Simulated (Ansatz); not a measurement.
The parent structure is ZnGeP2 in the chalcopyrite structure (space group I-42d, No. 122; a = 5.374 Å, c = 10.625 Å). Axes: x, y, z lie along a, b, c of the conventional cell.

All numbers come from Ansatz (a first-principles code) LDA, without spin-orbit coupling.

Base values:

| Property | Result |
|---|---|
| Gap character | indirect, Γ → M–S (33 % along) |
| Pressure | -0.1 kbar |

Perturbation: compressive biaxial strain of 2.25 % in the plane normal to [001], as in epitaxy on a mismatched substrate; the out-of-plane cell vector and the atoms relax.

Problem. What does the calculation give for the gap character, energy relative to the base and pressure after the change?

Solution. The gap character stays indirect, Γ → M–S (33 % along); the energy rises by 9.1 meV/atom; the pressure (mean of the normal stresses, compression positive) increases by 23.4 kbar (-0.1 kbar → 23.3 kbar).

Whether these cells are dynamically stable was not tested.
